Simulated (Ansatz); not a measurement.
Consider Mg in the hcp (Mg type) structure (space group P6_3/mmc, No. 194; relaxed with 0.1 eV smearing).

```xyz
2
Lattice="3.1751 0.0000 0.0000 -1.5876 2.7497 0.0000 0.0000 0.0000 5.1628" Properties=species:S:1:pos:R:3 pbc="T T T"
Mg     1.5876     0.9166     1.2907
Mg     0.0000     1.8332     3.8721
```

Cartesian axes are those of the cell as printed.

Calculations: PBEsol (Ansatz, an electronic-structure program, PAW, no spin-orbit coupling).

Perturbation: a pure shear with ε_xz = ε_zx = 0.0114; the atoms relax in the strained cell.

How does this affect the stress and energy relative to the base?

The stress (xx, yy, zz, yz, xz, xy; compression positive) comes out as (0.0, 0.0, 0.0, 0.0, -0.4, 0.0) GPa; the energy grows by 0.7 meV/atom.

Stability against distortions was not tested.
